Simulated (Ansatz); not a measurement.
## What x(Ta) = 0.75, 4 atoms, Immm does to V

Consider V in the bcc (W type) structure (space group Im-3m, No. 229; a = 2.959 Å).

The other end (x = 1) is Ta in the bcc (W type) structure (space group Im-3m, No. 229): 17.68 Å³/atom, gap zero.

Perturbation: Ta replaces 75.0 % of the V, ordered in a cell of 4 atoms (starting symmetry Immm) and fully relaxed.

Level of theory: PBEsol/PAW in Ansatz (a program for electronic structure), no SOC. k-mesh 14×14×14 (Γ-centred); smearing 0.05 eV (Fermi–Dirac), for the changed cell.

* **Density**: 14.88 g/cm³ (base 6.53 g/cm³)
* **Shortest interatomic distance**: 2.704 Å (base 2.562 Å)
* **Band gap**: zero (base zero)
* **Mixing energy**: +0.04 eV/atom (to 0.01 eV only: unlike meshes or grids)
* **Deviation of the volume from the linear (Vegard-type) interpolation**: +0.4 %

Final structure:

```
CELL_PARAMETERS angstrom
     -1.60480     2.28464     4.51875
      1.60480    -2.28464     4.51875
      1.60480     2.28464    -4.51875
ATOMIC_POSITIONS crystal
  Ta 0.00000 0.00000 0.00000
  V  0.50000 0.50000 0.00000
  Ta 0.74083 0.24083 0.50000
  Ta 0.25917 0.75917 0.50000
```

These are small ordered cells, not random alloys; other orderings at the same x differ. No phonon test of stability was made. Seeded moments were not kept for x(Ta) = 0.75, 4 atoms, Immm and the base. The final runs are not spin-polarised.
